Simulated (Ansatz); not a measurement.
## Response to strain in hypothetical I4_132 P

Consider P (space group I4_132, No. 214; a = 6.0415 Å; a hypothetical phase, not in the database extracts checked; relaxed with 0.1 eV smearing). Axes: x, y, z lie along the cube axes.

Strains are applied to the cell and any free atomic positions relax.

Levels (all Ansatz, an electronic-structure program, PAW): PBEsol (420 eV, no spin-orbit coupling); r2SCAN (500 eV, without spin-orbit coupling).

Pressures by level, all at the geometries relaxed with PBEsol:

```csv
case,PBEsol,r2SCAN
base,0.0 GPa,-0.9 GPa
isotropic strain +1.33 %,-1.4 GPa,-2.3 GPa
uniaxial strain ε_xx = −3.10 %,1.4 GPa,0.6 GPa
uniaxial strain ε_yy = +1.98 %,-0.7 GPa,-1.7 GPa
uniaxial strain ε_zz = −2.64 %,1.2 GPa,0.3 GPa
tensor shear ε_xz = −0.61 %,0.0 GPa,-0.9 GPa
```

Single points use the geometry relaxed with PBEsol. Their cutoffs differ, which shifts pressures a little. No phonon test of stability was made.
